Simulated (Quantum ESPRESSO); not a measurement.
What a tighter setting buys: K_POINTS, BaLaMg₁₄ (P-6m2, 16 atoms in the cell)

Cell: a = 6.8415 Å, b = 6.8415 Å, c = 10.4835 Å, α = 90.00°, β = 90.00°, γ = 120.00°.

Method of the run: PBEsol, GBRV 1.5 ultrasoft (PBESOL) pseudopotentials (plane waves; Quantum ESPRESSO).

Base settings: ecutwfc = 40 Ry; ecutrho = 200 Ry; occupations = smearing; smearing = fd; degauss = 0.0073499 Ry; potentials = {Ba: ba_pbesol_v1.uspp.F.UPF, La: la_pbesol_v1.uspp.F.UPF, Mg: mg_pbesol_v1.4.uspp.F.UPF}; K_POINTS = automatic 5 5 3 0 0 0; conv_thr = 1e-11 Ry.

Misses are taken against the tightest run, automatic 6 6 3 0 0 0, which need not be fully converged itself. The energy is the free energy per atom.

The count of work is k-points × plane waves × bands × iterations; it is no time, and leaves out set-up, grids and terms that scale otherwise. Core times come from one kind of shared machine and are given to one figure; runs under 30 s give none.

The starting cell comes from a database of computed structures (which also holds hypothetical and non-ambient phases and stackings), without a prior relaxation at this level.

The runs (K_POINTS): automatic 1 1 1 0 0 0 | automatic 2 2 1 0 0 0 | automatic 2 2 2 0 0 0 | automatic 3 3 2 0 0 0 | automatic 4 4 2 0 0 0 | automatic 5 5 3 0 0 0 | automatic 6 6 3 0 0 0.

Task: Which is the coarsest setting among those run that, with all tighter ones, holds the energy within 20 meV/atom of the reference, and what does it save?

Result: automatic 3 3 2 0 0 0, off by 10 meV/atom; it needs 0.40 of the reference's count of work and about 0.4 of the reference's time. The coarser automatic 2 2 1 0 0 0 also lies inside, but a setting between leaves the range again, so that is luck.

Task: For at most 0.2 times the reference's count of work, which run misses the energy least?

Result: automatic 2 2 1 0 0 0, with a miss of 12 meV/atom at a count of 0.14.

Task: What does the step from automatic 2 2 2 0 0 0 to automatic 5 5 3 0 0 0 buy?

Result: It takes the miss in the energy from 41 to 3.6 meV/atom, for 2.8 times the count of work and roughly 2 times the time.

| K_POINTS | energy less reference (meV/atom) | pressure less reference (GPa) | largest difference in the force on any atom (eV/Å) | count of work / reference | core time / reference (rough) |
|---|---|---|---|---|---|
| automatic 1 1 1 0 0 0 | 144.27 | -0.57 | 0.247 | 0.071 | 0.3 |
| automatic 2 2 1 0 0 0 | -12.29 | 0.05 | 0.062 | 0.14 | 0.3 |
| automatic 2 2 2 0 0 0 | -40.52 | -0.21 | 0.145 | 0.25 | 0.3 |
| automatic 3 3 2 0 0 0 | 10.17 | 0.00 | 0.052 | 0.40 | 0.4 |
| automatic 4 4 2 0 0 0 | -2.00 | -0.01 | 0.032 | 0.54 | 0.5 |
| automatic 5 5 3 0 0 0 | -3.63 | 0.00 | 0.003 | 0.71 | 0.8 |
| automatic 6 6 3 0 0 0 | 0.00 | 0.00 | 0.000 | 1.0 | 1 |

The last two settings still differ by 3.6 meV/atom, so the table cannot show that the reference is converged.
